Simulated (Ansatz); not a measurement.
Functionals compared on a constructed model of the (111) surface of fcc Al, a pseudomorphic layer of Ta in the host's stacking (bottom of the slab: a bare face, its two planes held), in Ansatz (plane waves, PAW). The structure was relaxed with PBE; the other rows are single points on it. Cutoff 420 eV (500 eV for r2SCAN).

Set-up: 7 atoms, 14.2 Å thick at the start with caps and adatoms; mesh 15x15x1; 0.1 eV smearing; dipole correction on; 2 atoms held, the rest relaxed; held to the start's symmetry, so lower structures may exist; no spin, no spin-orbit, no U. In PBE it is, or lies within 0.01 eV a 1x1 cell of, the lowest of the 2 structures of its composition computed so far; subsurface sites and larger cells were not tried. These notes are the PBE run's.

```json
[
 {"functional": "PBE", "work function of the top face (eV)": "5.42", "rough cost of the single point": "–"},
 {"functional": "RPBE", "work function of the top face (eV)": "5.31", "rough cost of the single point": "about 23 core-seconds (a rough figure)"},
 {"functional": "r2SCAN", "work function of the top face (eV)": "…", "rough cost of the single point": "very roughly 50 core-seconds"}
]
```

Problem. Complete the blanks.

Solution. 
- r2SCAN, work function of the top face (eV): 5.58

Ansatz is a program for electronic structure.
